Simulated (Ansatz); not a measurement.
Base system: Ir in the fcc (Cu type) structure (space group Fm-3m, No. 225; a = 3.830 Å).

The values are results of PBEsol (Ansatz, a program for electronic structure; PAW; 420 eV plane waves; no spin-orbit coupling), earlier PAW set, not measurements.

Before the change:

| Item | Value |
|---|---|
| Lattice parameter a | 383.0 pm |

Now apply this change: every Ir is replaced by B, then cell and atoms are relaxed.

Tabulated Pauling electronegativity and covalent radius: Ir 2.20, 1.41 Å; B 2.04, 0.84 Å.

**Question.** What happens to the lattice parameter a?

**Answer.** The lattice parameter a shrinks by 97.4 pm, from 383.0 pm to 285.6 pm.

Stability against distortions was not tested. As relaxed here, B is a hypothetical phase, not in the database extracts checked. All final runs are without spin polarisation.
